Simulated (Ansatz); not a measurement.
**TaN, pressure series**

Take TaN (space group P6/mmm, No. 191; a = 5.202 Å, c = 2.906 Å) as the base.

Cell and atoms are relaxed at each pressure.

The values are results of Ansatz (a program for electronic structure) PBEsol, no SOC, not measurements.

```csv
P (GPa),V (Å³/atom)
-1.98,11.427
-0.98,11.387
0.30,11.338
0.70,11.323
1.49,11.293
3.00,11.238
5.00,11.166
7.50,11.080
10.00,10.998
```

Problem. Fit a third-order Birch–Murnaghan equation of state.

Solution. Least squares on P(V) = (3B₀/2)[(V₀/V)^(7/3) − (V₀/V)^(5/3)]·[1 + (3/4)(B₀′ − 4)((V₀/V)^(2/3) − 1)] gives V₀ = 11.35 Å³/atom, B₀ = 297 GPa and B₀′ = 4.1.

Load acts through the strain it causes; cell and atoms are relaxed under it. No phonon test of stability was made. No other phases were tried under pressure. The final runs are not spin-polarised. This is not the structure that TaN has at room temperature and ambient pressure.
